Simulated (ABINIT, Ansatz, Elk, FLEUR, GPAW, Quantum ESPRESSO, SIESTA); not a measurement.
# Code comparison for NaCl (Fm-3m, 2 atoms in the cell)

Self-consistent single point.

```yaml
crystal:
  lattice:
    - [0.00000, 2.75076, 2.75076]
    - [2.75076, 0.00000, 2.75076]
    - [2.75076, 2.75076, 0.00000]
  atoms:
    - { symbol: Na, position: [0.00000, 0.00000, 0.00000] }
    - { symbol: Cl, position: [0.50000, 0.50000, 0.50000] }
```

Shared settings, as Ansatz (a first-principles code) writes them: kpoints.mp_grid.grid = 6 6 6; scf.occupations.method = fermi_dirac; scf.occupations.width = 0.02 eV. Potentials and cutoffs stand in the table.

```json
[
 {"code": "FLEUR", "model": "PBE, all-electron FLAPW (FLEUR), scalar-relativistic valence", "pressure (GPa)": "–", "gap on the mesh (eV)": "5.541", "cutoff": "Kmax 4.2 1/bohr"},
 {"code": "ABINIT", "model": "PBE, norm-conserving pseudopotentials (PseudoDojo nc-sr-05 PBE standard)", "pressure (GPa)": "3.17", "gap on the mesh (eV)": "5.412", "cutoff": "88 Ry"},
 {"code": "GPAW", "model": "PBE, GPAW PAW datasets PBE (gpaw-data 1.0.1)", "pressure (GPa)": "3.11", "gap on the mesh (eV)": "5.418", "cutoff": "850 eV"},
 {"code": "SIESTA", "model": "GGA PBE, numerical atomic orbitals DZP, PseudoDojo PBE standard norm-conserving potentials (rewritten from UPF to PSML)", "pressure (GPa)": "2.82", "gap on the mesh (eV)": "5.486", "cutoff": "grid 350 Ry"},
 {"code": "Elk", "model": "PBE, all-electron FP-LAPW, Elk's shipped species files, APW+lo basis with extra local orbitals", "pressure (GPa)": "–", "gap on the mesh (eV)": "5.397", "cutoff": "rgkmax 8"},
 {"code": "Quantum ESPRESSO", "model": "PBE, GBRV 1.5 ultrasoft (PBE) pseudopotentials", "pressure (GPa)": "3.28", "gap on the mesh (eV)": "5.407", "cutoff": "40 Ry"},
 {"code": "Ansatz", "model": "PBE, default PAW files", "pressure (GPa)": "3.13", "gap on the mesh (eV)": "5.411", "cutoff": "420 eV"}
]
```

A dash marks a value that a program does not give, or that is left out as unsure.

Gaps are read on the mesh.

The spread over the programs that give each value: pressure within 0.46 GPa; gap on the mesh within 0.144 eV.

SIESTA uses small atom-centred bases, whose incompleteness enters pressures, forces and empty levels differently from a plane-wave cutoff. FLEUR and Elk treat all electrons, but the usual bases taken here (sphere radii, linearisation, local orbitals, empty states) were not tested for convergence, so the values are no reference for the others. Ansatz's pressure is given at a fixed set of plane waves, as the other plane-wave codes print theirs. In the gap, FLEUR (by 0.130) lies more than 0.12 eV from the median of the plane-wave programs.

On the base mesh (8 8 8) the same programs gave: Ansatz pressure 3.13 GPa, gap on the mesh 5.411 eV; Quantum ESPRESSO pressure 3.28 GPa, gap on the mesh 5.407 eV; ABINIT pressure 3.17 GPa, gap on the mesh 5.412 eV; GPAW pressure 3.10 GPa, gap on the mesh 5.418 eV; Elk gap on the mesh 5.397 eV; FLEUR gap on the mesh 5.541 eV; SIESTA pressure 2.81 GPa, gap on the mesh 5.486 eV.

The starting cell comes from a database of computed structures (which also holds hypothetical and non-ambient phases and stackings), without a prior relaxation at this level. Its lattice was rescaled by a random factor within 2.5 % of one.

Left out of this page: CP2K (on another mesh).

Keys are those of Ansatz 0.2.
